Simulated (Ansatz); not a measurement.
The reference is TiAl (space group P4/mmm, No. 123; a = 2.8239 Å, c = 4.0746 Å; relaxed with 0.1 eV smearing). Axes: x, y, z lie along a, b, c of the conventional cell.

(Cell as relaxed with PBE.)

Levels (all Ansatz, an electronic-structure program, PAW, earlier PAW set): PBE (420 eV, no spin-orbit coupling); PBEsol (420 eV, no spin-orbit coupling).

Each level relaxes its own structure.

| base | PBE | PBEsol |
|---|---|---|
| volume per atom | 16.25 Å³ | 15.78 Å³ |
| lattice parameter a | 5.336 bohr | 5.284 bohr |
| band gap | zero | zero |

Perturbation: compressive biaxial strain of 0.82 % in the plane normal to [001], as in epitaxy on a mismatched substrate; the out-of-plane cell vector and the atoms relax.

| quantity | PBE | PBEsol |
|---|---|---|
| shortest interatomic distance | 5.293 bohr | 5.240 bohr |
| out-of-plane strain | +0.81 % | +0.85 % |
| mean in-plane stress (compression positive) | +1.5 GPa | +1.5 GPa |

PBE's shortest interatomic distance lies 0.0521 bohr above PBEsol's (1.0 %); PBE's out-of-plane strain lies 0.04 % below PBEsol's; the two agree on the in-plane stress. Neither level is exact; PBEsol is the comparison here, not a measurement.

Stability against distortions was not tested. The final runs are not spin-polarised.
